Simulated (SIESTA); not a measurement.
# A self-consistent single point of Zr₂Rh (Ibam, 6 atoms in the cell) with SIESTA

Method: GGA PBEsol, numerical atomic orbitals DZP, PseudoDojo PBEsol standard norm-conserving potentials (rewritten from UPF to PSML) run with SIESTA.

Input as run:

```
# files in the folder: Zr.psml Rh.psml (PseudoDojo PBEsol standard)
SystemName  Zr2Rh
SystemLabel Zr2Rh

NumberOfAtoms                6
NumberOfSpecies              2
%block ChemicalSpeciesLabel
  1 40 Zr
  2 45 Rh
%endblock ChemicalSpeciesLabel
LatticeConstant              1.0 Ang
%block LatticeVectors
    -3.170108000    3.179142000    2.779630000
     3.170108000   -3.179142000    2.779630000
     3.170108000    3.179142000   -2.779630000
%endblock LatticeVectors
AtomicCoordinatesFormat      ScaledCartesian
%block AtomicCoordinatesAndAtomicSpecies
     1.064839277    5.289710791    0.000000000  1
     2.105268723   -2.110568791    2.779630000  1
     1.064839277    1.068573209    2.779630000  1
     2.105268723    2.110568791    0.000000000  1
     3.170108000    0.000000000    1.389815000  2
    -0.000000000    3.179142000    1.389815000  2
%endblock AtomicCoordinatesAndAtomicSpecies

XC.functional                GGA
XC.authors                   PBEsol
PAO.BasisSize                DZP
PAO.EnergyShift              0.005 Ry
MeshCutoff                   350 Ry
%block kgrid.MonkhorstPack
    5   0   0  0.0
    0   5   0  0.0
    0   0   5  0.0
%endblock kgrid.MonkhorstPack
OccupationFunction           FD
ElectronicTemperature        50.0 meV

MaxSCFIterations             150
SCF.Mixer.Method             Pulay
SCF.Mixer.Weight             0.2
SCF.Mixer.History            6
SCF.DM.Tolerance             1.0E-05
Diag.ParallelOverK           true
WriteForces                  true
Charge.Mulliken              end
```

The program printed (abridged):

```
reinit: Reading from file input.fdf

reinit: System Name: Zr2Rh
reinit: System Label: Zr2Rh

coor:   Atomic-coordinates input format  =     Cartesian coordinates
coor:                                          (in units of alat)

siesta: Atomic coordinates (Bohr) and species
siesta:      2.01225   9.99610   0.00000  1        1
siesta:      3.97838  -3.98840   5.25274  1        2
siesta:      2.01225   2.01931   5.25274  1        3
siesta:      3.97838   3.98840   0.00000  1        4
siesta:      5.99064   0.00000   2.62637  2        5
siesta:     -0.00000   6.00771   2.62637  2        6

siesta: System type = bulk

initatomlists: Number of atoms, orbitals, and projectors:      6   114   108

siesta: ******************** Simulation parameters ****************************
redata: Spin configuration                          = none
redata: Time-Reversal Symmetry                      = T
redata: Number of Atomic Species                    =        2
redata: Mesh Cutoff                                 =   350.0000 Ry
redata: Net charge of the system                    =     0.0000 |e|
redata: Min. number of SCF Iter                     =        0
redata: Max. number of SCF Iter                     =      150
redata: SCF convergence failure will abort job
redata: SCF mix quantity                            = Hamiltonian
redata: Mix DM or H after convergence               =   F
redata: Recompute H after scf cycle                 =   F
redata: Mix DM in first SCF step                    =   T
redata: No kicks to SCF
redata: DM Mixing Weight for Kicks                  =     0.5000
redata: Require Harris convergence for SCF          =   F
redata: Harris energy tolerance for SCF             =     0.000100 eV
redata: Require DM convergence for SCF              =   T
redata: DM tolerance for SCF                        =     0.000010
redata: Require EDM convergence for SCF             =   F
   [... lines left out ...]
diag: Parallel distribution                         =     1 x     1
diag: Used triangular part                          = Lower
diag: Absolute tolerance                            =  0.100E-15
diag: Orthogonalization factor                      =  0.100E-05
diag: Memory factor                                 =  1.0000

superc: Internal auxiliary supercell:     5 x     5 x     7  =     175
superc: Number of atoms, orbitals, and projectors:   1050  19950  18900

                        Single-point calculation

superc: Internal auxiliary supercell:     5 x     5 x     7  =     175
superc: Number of atoms, orbitals, and projectors:   1050  19950  18900

outcell: Unit cell vectors (Ang):
       -3.170108    3.179142    2.779630
        3.170108   -3.179142    2.779630
        3.170108    3.179142   -2.779630

outcell: Cell vector modules (Ang)   :    5.280423    5.280423    5.280423
outcell: Cell angles (23,13,12) (deg):    106.2099    105.9646    116.4745
outcell: Cell volume (Ang**3)        :    112.0549
new_DM -- step:     1
Initializing Density Matrix...

Attempting to read DM from file... Failed...
DM filled with atomic data:

InitMesh: MESH = 54 x 54 x 64 = 186624
InitMesh: Mesh cutoff (required, used) =   350.000   399.832 Ry

stepf: Fermi-Dirac step function
        iscf     Eharris(eV)        E_KS(eV)     FreeEng(eV)     dDmax    Ef(eV) dHmax(eV)
   scf:    1   -11708.929604   -11847.435472   -11847.498313  1.246340 -5.187109 26.097797
   scf:    2   -11822.963195   -11875.056584   -11875.108002  0.436015 -5.536079 12.266942
   scf:    3   -11891.152244   -11886.172639   -11886.229001  0.134778 -5.646437  2.300300
   scf:    4   -11875.650036   -11883.789056   -11883.856960  0.258932 -5.927851  7.001602
   scf:    5   -11882.313081   -11886.292376   -11886.354646  0.137530 -5.905054  3.517444
   scf:    6   -11887.348193   -11886.905259   -11886.967020  0.018081 -5.921694  1.791628
   [... 3 lines left out ...]
   scf:   10   -11887.121827   -11887.121818   -11887.183914  0.000264 -5.937379  0.002733
   scf:   11   -11887.121817   -11887.121817   -11887.183915  0.000042 -5.937438  0.001307
   scf:   12   -11887.121818   -11887.121818   -11887.183915  0.000053 -5.937573  0.000369
   scf:   13   -11887.121817   -11887.121818   -11887.183915  0.000030 -5.937582  0.000104
   scf:   14   -11887.121817   -11887.121817   -11887.183915  0.000003 -5.937593  0.000059
SCF Convergence by DM+H criterion
max |DM_out - DM_in|         :     0.0000028180
max |H_out - H_in|      (eV) :     0.0000591261
SCF cycle converged after 14 iterations

Using DM_out to compute the final energy and forces

siesta: E_KS(eV) =           -11887.1218

siesta: E_KS - E_eggbox =    -11887.1218

siesta: Atomic forces (eV/Ang):
     1   -0.317703    0.311759    0.000509
     2    0.317703   -0.311759   -0.000509
     3   -0.315788   -0.310538    0.000513
     4    0.315788    0.310538   -0.000513
     5   -0.000502    0.000771    0.000457
     6    0.000502   -0.000771   -0.000457
   Tot   -0.000000   -0.000000   -0.000000
   Max    0.317703
   Res    0.209307    sqrt( Sum f_i^2 / 3N )
   Max    0.317703    constrained

Stress tensor Voigt[x,y,z,yz,xz,xy] (kbar):      -66.06      -65.34      -49.40        0.03        0.00       -0.04
(Free)E + p*V (eV/cell)   -11882.9690
Target enthalpy (eV/cell)   -11887.1839

siesta: Program's energy decomposition (eV):
siesta: Ebs     =     -2474.188093
siesta: Eions   =     17936.493977
siesta: Ena     =      3405.333221
siesta: Ekin    =      3683.487498
siesta: Enl     =       948.465225
siesta: Eso     =         0.000000
siesta: Edftu   =         0.000000
siesta: DEna    =       120.924978
siesta: DUscf   =         2.671989
siesta: DUext   =         0.000000
siesta: Ex      =     -1956.987309
siesta: Ec      =      -154.523442
siesta: Exc     =     -2111.510751
siesta: Eharris =    -11887.121817
siesta: Etot    =    -11887.121817
siesta: FreeEng =    -11887.183915

siesta: Atomic forces (eV/Ang):
siesta:      1   -0.317703    0.311759    0.000509
siesta:      2    0.317703   -0.311759   -0.000509
siesta:      3   -0.315788   -0.310538    0.000513
siesta:      4    0.315788    0.310538   -0.000513
siesta:      5   -0.000502    0.000771    0.000457
siesta:      6    0.000502   -0.000771   -0.000457
siesta: ----------------------------------------
siesta:    Tot   -0.000000   -0.000000   -0.000000

siesta: Stress tensor (static) (eV/Ang**3):
siesta:    -0.041233   -0.000022    0.000000
siesta:    -0.000022   -0.040781    0.000016
siesta:     0.000000    0.000016   -0.030831

   [... lines left out ...]
siesta: Cell volume =        112.054929 Ang**3
siesta:          60.26587767         44.60585054  kBar
   [... lines left out ...]
              0.297   0.645   0.692   0.554   0.692   0.617  -0.060  -0.083

             -0.065  -0.083  -0.081
   3 11.840   1.883  -0.082   0.466   1.942   1.947   1.942   0.297   0.318
              0.297   0.645   0.692   0.554   0.692   0.617  -0.060  -0.083

             -0.065  -0.083  -0.080
   4 11.840   1.883  -0.082   0.466   1.942   1.947   1.942   0.297   0.318
              0.297   0.645   0.692   0.554   0.692   0.617  -0.060  -0.083

             -0.065  -0.083  -0.080

Species: Rh
Atom  Qatom  Qorb
               4s      5s      5s      4py     4pz     4px     5py     5pz
               5px     4dxy    4dyz    4dz2    4dxz    4dx2-y2 4dxy    4dyz
               4dz2    4dxz    4dx2-y2
   5 17.321   1.897   0.103   0.443   1.971   1.979   1.971   0.257   0.322
              0.255   1.764   1.831   1.595   1.831   1.718  -0.134  -0.131

             -0.115  -0.131  -0.106
   6 17.321   1.897   0.103   0.443   1.971   1.979   1.971   0.257   0.322
              0.255   1.764   1.831   1.595   1.831   1.718  -0.134  -0.131

             -0.115  -0.131  -0.106

mulliken: Qtot =       82.000

Mulliken Atomic Populations:
Atom #   charge [q] valence [e]  Species
     1     0.160517   11.839483  Zr
     2     0.160517   11.839483  Zr
     3     0.160433   11.839567  Zr
     4     0.160433   11.839567  Zr
     5    -0.320950   17.320950  Rh
     6    -0.320950   17.320950  Rh
 Total     0.000000
```

The run converged in 14 iterations.

The starting cell comes from a database of computed structures (which also holds hypothetical and non-ambient phases and stackings), without a prior relaxation at this level. Its lattice was rescaled by a random factor within 2.5 % of one. Spin polarisation is off. Values carry the incompleteness of an atom-centred basis. With a pressure of about 6 GPa the cell is away from its equilibrium volume at this level.

Cost on one core of a shared machine: roughly 70 s.
